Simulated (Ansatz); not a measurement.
The parent structure is FeCo in the CsCl type structure (space group Pm-3m, No. 221; a = 2.800 Å; ferromagnetic).

Structures relaxed with plane-wave PAW DFT at the PBEsol level (Ansatz, a quantum-chemistry and plane-wave program, 420 eV), no spin-orbit coupling, earlier PAW set.

Base:

Simulated powder pattern, Co Kα, λ = 1.79026 Å (kinematic, ideal powder, no thermal factors, no anomalous dispersion; the 8 strongest lines at most, above 2 %, up to 2θ = 90°):

```csv
2θ (°),I/Imax (%),hkl
53.76,100,(110)
79.49,15,(200)
```

One thing is altered: a hydrostatic pressure of 22.5 GPa.

### Question
Predict the new powder pattern.

### Answer

Simulated powder pattern, Co Kα, λ = 1.79026 Å (kinematic, ideal powder, no thermal factors, no anomalous dispersion; the 8 strongest lines at most, above 2 %, up to 2θ = 90°):

```tsv
2θ (°)	I/Imax (%)	hkl
55.42	100	(110)
82.24	15	(200)
```

The indices refer to the base's conventional cell; one index is shown for lines that coincide.

Other magnetic orders, which the real material may have, were not ruled out. Load acts through the strain it causes; cell and atoms are relaxed under it. Whether these cells are dynamically stable was not tested. No other phases were tried under pressure.
